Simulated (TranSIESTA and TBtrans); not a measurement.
# Ga chain with one O atom inserted

Junction: Ga chain with one O atom inserted. Leads: straight Ga chain, spacing 2.55 Å. Geometry: 3 atoms about the centre moved by SIESTA (PBE, DZP) to a largest force of 0.04 eV/Å, all others as built, motion along the axis alone.

TranSIESTA and TBtrans, PBE, SZP numerical orbitals (energy shift 0.15 eV), PseudoDojo norm-conserving scalar-relativistic potentials, mesh cutoff 200 Ry, 300 K, spin-polarised (collinear), no spin-orbit coupling; self-consistent non-equilibrium Green functions.

| Quantity | Result |
|---|---|
| Conductance at 300 K (G0 = 2e²/h) | 0.90 |
| Thermopower (μV/K) | -3.6 |
| Mean T from −0.5 to 0.5 eV | 0.68 |

Energies count from the leads' Fermi level. Transmissions are for each spin. The energy step is 0.01 eV; narrower resonances are cut or missed.

```
E (eV)   T up  T down  lead channels up  down
------  -----  ------  ----------------  ----
-2.00    0.55    0.55                 1     1
-1.80    0.56    0.56                 1     1
-1.60    0.63    0.63                 1     1
-1.40   0.098   0.098                 1     1
-1.20    0.37    0.37                 1     1
-1.00    0.39    0.39                 1     1
-0.80    0.40    0.40                 1     1
-0.60    0.39    0.39                 1     1
-0.40    0.38    0.38                 1     1
-0.20    0.51    0.51                 3     3
0.00     0.91    0.92                 3     3
0.20     0.84    0.85                 3     3
0.40     0.76    0.76                 3     3
0.60     0.73    0.73                 3     3
0.80     0.74    0.74                 3     3
1.00     0.79    0.79                 3     3
1.20     0.87    0.87                 3     3
1.40     0.96    0.96                 3     3
1.60     1.04    1.04                 3     3
1.80     1.10    1.10                 3     3
2.00     1.11    1.11                 3     3
```

Moments were seeded on the central atoms alone, and one start was tried. The straight chain is held at its spacing; free chains may zigzag or dimerise.
